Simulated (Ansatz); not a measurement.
**A computed series for Si: pressure series**

Start from Si (space group Cmcm, No. 63; a cell from a computed database, its experimental status unchecked).

Si is taken in the orthorhombic space group Cmcm (No. 63), Pearson symbol oS24. Lattice parameters: a = 3.8250 Å, b = 10.6946 Å, c = 12.6526 Å, α = β = γ = 90.00°. Si1 on 8f sees 4 Si at 2.335–2.371 Å. Si2 on 8f has 4 Si at 2.348–2.371 Å (tetrahedral). Si3 on 8f sees 4 Si at 2.335–2.375 Å. (Neighbours: up to the widest gap in distance over summed covalent radii, below 1.35, at either atom.)
(The calculation used a cell of 12 atoms; values per cell refer to that cell.)

Cell and atoms are relaxed at each pressure.

All numbers come from PBEsol, PAW, 420 eV (Ansatz, a program for electronic structure; spin-orbit coupling left out).

Two rows of this table had their results exchanged by mistake.

```csv
pressure,volume per atom (Å³),shortest distance (Å),band gap
pressure −2 GPa,21.49,2.332,0.39 eV
pressure −1 GPa,21.84,2.344,0.42 eV
pressure 0.3 GPa,22.14,2.353,0.44 eV
pressure 0.7 GPa,21.38,2.329,0.38 eV
pressure 1.5 GPa,21.18,2.322,0.36 eV
pressure 3 GPa,20.83,2.311,0.33 eV
pressure 5 GPa,20.41,2.293,0.29 eV
pressure 7.5 GPa,19.93,2.270,0.24 eV
pressure 10 GPa,19.50,2.250,0.19 eV
```

Problem. Which two?

Solution. The rows for pressure −2 GPa and pressure 0.3 GPa: the volume has to fall steadily with pressure, so 22.14 Å³ belongs to pressure −2 GPa and 21.49 Å³ to pressure 0.3 GPa.

Load acts through the strain it causes; cell and atoms are relaxed under it. Stability against distortions was not tested. No other phases were tried under pressure. This is not the structure that Si has at room temperature and ambient pressure. A zero or small gap of Si under pressure 5 GPa, Si under pressure 7.5 GPa and Si under pressure 10 GPa can be the functional's error rather than a property of the material.
